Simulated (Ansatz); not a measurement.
We consider TiO2 (Pbca, No. 61), described by PBE in Ansatz (plane waves, PAW).

Run with plane-wave cutoff 520 eV, 8×4×6 k mesh (along the axes of the cell as run), no spin polarisation, scalar-relativistic PAW data made under PBE.

Computed at the level's own relaxed cell.

Question: Estimate the Voigt–Reuss–Hill bulk modulus, Voigt–Reuss–Hill shear modulus (Hill average), Young modulus and Poisson ratio that the calculation returns.

Answer: 
* **Voigt–Reuss–Hill bulk modulus**: 188 GPa
* **Voigt–Reuss–Hill shear modulus (Hill average)**: 78.1 GPa
* **Young modulus**: 206 GPa
* **Poisson ratio**: 0.318

Note: the relaxation could not lower the start's symmetry, so the cell can be a saddle point above a distorted one.

Elastic constants are with the ions relaxed.

Computed values are for the static lattice.

The result took around 5 core-hours (rough).

Ansatz is a program for electronic structure.
